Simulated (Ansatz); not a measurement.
Base system: Al in the fcc (Cu type) structure (space group Fm-3m, No. 225; a = 4.0155 Å; relaxed with 0.1 eV smearing).

Level of theory: PBEsol/PAW in Ansatz (a quantum-chemistry and plane-wave program), spin-orbit coupling left out.

Before the change:

| Quantity | Value |
|---|---|
| Pressure | 0.0 GPa |

It is then changed as follows: the cell is scaled by 0.9750 in all directions; the atoms relax in the strained cell.

Task: How does this affect the pressure and energy relative to the base?

Result: The pressure goes from zero to 7.4 GPa; the energy goes up by 25 meV/atom.

No phonon test of stability was made.
